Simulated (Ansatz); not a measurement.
Ansatz (an electronic-structure program) run on BaAlSiH (P3m1, 4 atoms in the cell): dielectric-response calculation.

Method: LDA (PW92), default PAW files made with PBE (plane waves; Ansatz).

```
CELL_PARAMETERS angstrom
      4.31256     0.00000     0.00000
     -2.15628     3.73479     0.00000
      0.00000     0.00000     5.23624
ATOMIC_POSITIONS crystal
  Ba 0.00000 0.00000 0.00044
  Al 0.66667 0.33333 0.46525
  Si 0.33333 0.66667 0.54231
  H  0.66667 0.33333 0.13491
```

Reference input (self-consistent single point, DFT, LDA (PW92), plane waves, default PAW files made with PBE): basis.ecutwfc = 420 eV; kpoints.mp_grid.grid = 7 7 5; hamiltonian.xc = lda; hamiltonian.pseudopotentials = {kind: paw} (the program's default PAW files); scf.occupations.method = fermi_dirac; scf.occupations.width = 0.02 eV. This run's input differs from it in these lines:

Ansatz 0.2 input:
```diff
@@ -14,3 +14,3 @@
 kpoints:
-  mp_grid: { grid: [7, 7, 5] }
+  mp_grid: { grid: [5, 5, 3] }
 hamiltonian:
@@ -19,7 +19,5 @@
 scf:
-  occupations: { method: fermi_dirac, width: 0.02 }
-output:
-  forces: true
-  eigenvalues: true
-  stress: true
+  occupations: { method: fixed }
+dielectric:
+  field_mesh: kpoints
```

The program printed (abridged):

```
SCF iter   1: F=—  HF=-6918.707632 eV  |F-HF|=—  |Δ(HF+E_count)|=         —  Δρ=5.98e-3  dr2=2.63e-2  ethr=1.77e-3  ⟨swp⟩=4.6  Hψ=1746  notcnv=0  defer=44
all-band conjugate gradients solve this SCF's bands
preconditioner: auto → Resta (q_TF=auto, 2.109 Å⁻¹)
SCF iter   2: F=—  HF=-6918.700244 eV  |F-HF|=—  |Δ(HF+E_count)|=   7.39e-3  Δρ=2.87e-3  dr2=6.14e-3  ethr=1.46e-4  ⟨swp⟩=2.1  Hψ=566  notcnv=0  defer=46
   [... lines left out ...]
SCF iter   5: F=—  HF=-6918.698564 eV  |F-HF|=—  |Δ(HF+E_count)|=   1.22e-6  Δρ=1.77e-5  dr2=3.59e-7  ethr=6.25e-8  ⟨swp⟩=2.4  Hψ=410  notcnv=0  defer=2
SCF iter   6: F=—  HF=-6918.698564 eV  |F-HF|=—  |Δ(HF+E_count)|=   5.97e-8  Δρ=4.68e-6  dr2=2.50e-8  ethr=2.00e-9  ⟨swp⟩=2.4  Hψ=469  notcnv=0
SCF iter   7: F=—  HF=-6918.698564 eV  |F-HF|=—  |Δ(HF+E_count)|=  8.33e-10  Δρ=8.45e-7  dr2=1.27e-9  ethr=1.39e-10  ⟨swp⟩=2.5  Hψ=469  notcnv=0
SCF iter   8: F=-6918.698564 eV  HF=-6918.698564 eV  |F-HF|=2.82e-11  |Δ(HF+E_count)|=  2.14e-10  Δρ=2.02e-7  dr2=5.30e-11  ethr=1.00e-12  ⟨swp⟩=5.3  Hψ=1591  notcnv=0
SCF 1 converged in 8 iterations: F = -6918.698564 eV  dr2 = 5.30e-11
DFPT response loops at Γ: preconditioner auto → Resta (q_TF=auto, 2.109 Å⁻¹)  ε∞=7.4 (no band partly filled) …
   [... lines left out ...]
WARN: field response: the 5×5×3 k-mesh looks too coarse for the field response at k = (0.0000, 0.4000, 0.0000), direct gap 1.415 eV …
Free energy (F): -6918.698564 eV
Fermi energy:    6.526746 eV
   [... lines left out ...]
         0.00000   -2.87990    0.00000
        -0.00000    0.00000   -2.15957
    site 3:
        -1.36427    0.00000   -0.00000
         0.00000   -1.36427    0.00000
        -0.00000    0.00000   -1.60153
  Z* charge neutrality: 1.213e-5 e pre-enforcement
  k-mesh period / interband length: 15.7 Å / 2.06 Å = 7.64 at k = (0.0000, 0.4000, 0.0000), direct gap 1.415 eV — UNDER 14: by this measure the k-mesh is too coarse for the response
```

The run converged in 8 iterations. 

Summary of the result:
```
Property                                                                                                               Result
----------------------------------------------------------------------------------------  -----------------------------------
Free energy E − TS (on the zero of these files)                                                                 -6918.6986 eV
Top of the valence band (on the code's own zero)                                                                      6.53 eV
Gap on the k-point mesh                                                                                               1.08 eV
ε∞ at this k-point mesh, which may be far from converged in small-gap cells (xx, yy, zz)                     14.0, 14.0, 12.0
Born charges at this mesh (mean of the diagonal, e)                                       Ba 2.10, Al 1.98, Si -2.64, H -1.44
```

The starting cell comes from a database of computed structures (which also holds hypothetical and non-ambient phases and stackings), without a prior relaxation at this level. Its lattice was rescaled by up to half a per cent.
